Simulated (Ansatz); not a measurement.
Base system: CuAu (space group P4/mmm, No. 123; relaxed with 0.1 eV smearing).

```
CuAu
1.0
    2.85312     0.00000     0.00000
    0.00000     2.85312     0.00000
    0.00000     0.00000     3.57027
Cu Au
1 1
Direct
  0.50000   0.50000   0.50000
  0.00000   0.00000   0.00000
```

Cartesian axes are those of the cell as printed.

Calculations: r2SCAN (Ansatz, an electronic-structure program; PAW; 500 eV plane waves; no spin-orbit coupling).

Base values:

The shortest interatomic distance comes out as 2.694 Å.

Now apply this change: uniaxial stress, 3 GPa compression along x; all other stress components relax to zero.

Task: Predict the new energy relative to the base and shortest interatomic distance.

Result: The energy grows by 3.9 meV/atom; the shortest interatomic distance rises by 0.006 Å (2.694 Å → 2.700 Å).

Load acts through the strain it causes; cell and atoms are relaxed under it. Stability under load was not tested beyond the relaxation. The final runs are not spin-polarised.
